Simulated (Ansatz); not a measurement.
Where the default PAW files enter, the runs use the earlier of Ansatz's two default sets.

Tunnelling through a barrier is set by its complex band structure: the current falls as exp(−2κd) with the smallest κ.

Given:

```
CELL_PARAMETERS angstrom
      4.66521     0.00000     0.00000
      0.00000     6.59760     0.00000
      0.00000     3.29880     3.29880
ATOMIC_POSITIONS crystal
  Cs 0.00000 0.00000 0.00000
  I  0.50000 0.50000 0.00000
```

Space group of this cell: Pm-3m, CsCl type. The cell is taken as given.

Transport runs along the normal of the first two printed cell vectors, the (110) plane of the conventional cell.

The gap is the functional's own, uncorrected, and κ follows it; spin-orbit coupling is left out. Mid-gap values are interpolated between the computed energies.

Q: Predict the band gap and the smallest decay constant κ at mid-gap from Ansatz (a quantum-chemistry and plane-wave program) with r2SCAN.

A: Gap 4.39 eV on a 10×10×10 mesh; κ = 0.307 1/Å, at the zone centre.
